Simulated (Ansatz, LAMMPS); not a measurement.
Si well of 12 atomic layers along [001] in random Si0.7Ge0.3, interfaces sharp. Cell 16.67 × 16.67 × 49.47 Å, Si530Ge118, 648 atoms. Prepared with Tersoff's 1989 multicomponent potential (SiCGe.tersoff) (LAMMPS): minimisation. 

Basis: localised support functions (accuracy medium) on a full density matrix. k-points: zone centre alone; occupations: Fermi-Dirac, 0.010 eV; spin polarisation not allowed. Scalar-relativistic, no spin-orbit coupling.

Question: What is the computed gap and bonding (PBE, support functions at accuracy medium on the grid of 370 eV (Ansatz, a first-principles code))?

Answer: 
- Kohn-Sham gap of the cell on its k-mesh = 0.40 eV
- weight of the highest filled level on the well = 0.29
- weight of the lowest empty level on the well = 0.90
- coordination (neighbours within 2.858 Å) = 100.0 % 4-fold
- Ge-Ge bonds, mean ± spread = 2.471 ± 0.006 Å
- Ge-Si bonds, mean ± spread = 2.425 ± 0.007 Å
- Si-Si bonds, mean ± spread = 2.382 ± 0.006 Å
- bond angles, mean ± spread = 109.5° ± 1.0°
- pressure = -0.96 GPa
